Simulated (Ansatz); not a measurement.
Start from GaAs in the zinc blende structure (space group F-43m, No. 216; a = 5.603 Å). Axes: x, y, z lie along the cube axes.

Computed with LDA, PAW, 420 eV (Ansatz, an electronic-structure program; no spin-orbit coupling).

For the base:

The shortest interatomic distance is 2.426 Å.

Now apply this change: biaxial strain −3.00 %, plane normal [001], relaxed out of plane (Cartesian); in-plane vectors clamped, the third vector and the atoms free.

Task: Predict the new shortest interatomic distance.

Result: The shortest interatomic distance falls by 0.026 Å, from 2.426 Å to 2.400 Å.

Task: What does the calculation give for the out-of-plane strain after the change?

Result: The out-of-plane strain comes out as +2.68 %.

No phonon test of stability was made.
